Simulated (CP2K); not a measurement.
Short convergence ladders for ZnPt (P4mm, 2 atoms in the cell)

```
CELL_PARAMETERS angstrom
      2.84231     0.00000     0.00000
      0.00000     2.84231     0.00000
      0.00000     0.00000     3.48408
ATOMIC_POSITIONS crystal
  Zn 0.50000 0.50000 0.51435
  Pt 0.00000 0.00000 0.00000
```

Base method: PBEsol, GPW, DZVP-MOLOPT-SR-GTH basis, GTH-PBE potentials (GTH_POTENTIALS) (CP2K).

Base settings: CUTOFF = 600 Ry; REL_CUTOFF = 50 Ry; SMEAR/METHOD = FERMI_DIRAC; ELECTRONIC_TEMPERATURE = 1160.45 K; KPOINTS/SCHEME = MONKHORST-PACK 5 5 5; XC_FUNCTIONAL = PBE:PBESOL; Zn/BASIS_SET = DZVP-MOLOPT-SR-GTH-q12; Zn/POTENTIAL = GTH-PBE-q12; Pt/BASIS_SET = DZVP-MOLOPT-SR-GTH-q18; Pt/POTENTIAL = GTH-PBE-q18.

**The k-point mesh**

Moved along: GAMMA_CENTERED.

The second cell is the first with its lattice scaled by 0.98.

Only quantities that move along the ladder and can be compared are tabulated.

```csv
KPOINTS/SCHEME,free energy less the last step's (meV/atom),energy of the compressed cell less the first (meV/atom),pressure (GPa),largest difference of a force vector from the last step's (eV/Å)
MONKHORST-PACK 2 2 2,830.32,81.43,8.70,0.075
MONKHORST-PACK 3 3 3,11.54,45.73,1.78,0.032
MONKHORST-PACK 5 5 4,8.10,38.47,0.55,0.008
MONKHORST-PACK 5 5 5,24.33,39.66,0.77,0.017
MONKHORST-PACK 7 7 6,4.98,37.00,0.30,0.005
MONKHORST-PACK 8 8 7,-1.14,36.26,0.16,0.003
MONKHORST-PACK 10 10 8,0.00,36.19,0.15,0.000
```

Coarsest KPOINTS/SCHEME that holds the forces within 0.02 eV/Å of the last step, with all finer ones: MONKHORST-PACK 5 5 4; the step before is off by 0.032 eV/Å.

Coarsest KPOINTS/SCHEME that holds the energy of the compressed cell less the first within 1 meV/atom of the last step, with all finer ones: MONKHORST-PACK 7 7 6; the step before is off by 3.5 meV/atom.

Coarsest KPOINTS/SCHEME that holds the free energy within 2 meV/atom: not settled: the last two steps still differ by 1.1 meV/atom, over half the tolerance, so the ladder does not show it.

**The k-point mesh at a smearing width of 0.02 eV**

In this ladder: ELECTRONIC_TEMPERATURE = 232.09 K. Moved along: GAMMA_CENTERED.

Only quantities that move along the ladder and can be compared are tabulated.

```csv
KPOINTS/SCHEME,free energy less the last step's (meV/atom),pressure (GPa),largest difference of a force vector from the last step's (eV/Å)
MONKHORST-PACK 4 4 4,15.38,0.25,0.043
MONKHORST-PACK 5 5 4,13.14,0.59,0.009
MONKHORST-PACK 6 6 5,-4.17,0.13,0.004
MONKHORST-PACK 7 7 6,7.04,0.23,0.007
MONKHORST-PACK 9 9 7,4.24,0.27,0.000
MONKHORST-PACK 10 10 9,0.00,0.14,0.000
```

Coarsest KPOINTS/SCHEME that holds the pressure within 0.2 GPa: not settled: the last two steps still differ by 0.14 GPa, over half the tolerance, so the ladder does not show it.

Coarsest KPOINTS/SCHEME that holds the forces within 0.02 eV/Å of the last step, with all finer ones: MONKHORST-PACK 5 5 4; the step before is off by 0.043 eV/Å.

Coarsest KPOINTS/SCHEME that holds the free energy within 5 meV/atom: not settled: the last two steps still differ by 4.2 meV/atom, over half the tolerance, so the ladder does not show it.

**The k-point mesh at a smearing width of 0.3 eV**

In this ladder: ELECTRONIC_TEMPERATURE = 3481.36 K. Moved along: GAMMA_CENTERED.

Only quantities that move along the ladder and can be compared are tabulated.

| KPOINTS/SCHEME | free energy less the last step's (meV/atom) | pressure (GPa) | largest difference of a force vector from the last step's (eV/Å) |
|---|---|---|---|
| MONKHORST-PACK 4 4 4 | -2.70 | 0.45 | 0.028 |
| MONKHORST-PACK 5 5 4 | 6.99 | 0.95 | 0.010 |
| MONKHORST-PACK 6 6 5 | -1.58 | 0.50 | 0.000 |
| MONKHORST-PACK 9 9 7 | 0.71 | 0.59 | 0.001 |
| MONKHORST-PACK 10 10 9 | 0.00 | 0.55 | 0.000 |

Coarsest KPOINTS/SCHEME that holds the forces within 0.005 eV/Å of the last step, with all finer ones: MONKHORST-PACK 6 6 5; the step before is off by 0.010 eV/Å.

Coarsest KPOINTS/SCHEME that holds the pressure within 0.2 GPa of the last step, with all finer ones: MONKHORST-PACK 6 6 5; the step before is off by 0.40 GPa.

Coarsest KPOINTS/SCHEME that holds the free energy within 2 meV/atom of the last step, with all finer ones: MONKHORST-PACK 6 6 5; the step before is off by 7.0 meV/atom.

On the base run: the starting cell comes from a database of computed structures (which also holds hypothetical and non-ambient phases and stackings), without a prior relaxation at this level. Its lattice was rescaled by up to half a per cent. One atom was moved a little off its site on purpose. Spin polarisation is off. Values carry the incompleteness of an atom-centred basis. The potentials were made for another functional than the one used. Without a gap this mesh is coarse (it stands for a supercell whose shortest vector is 14 Å).
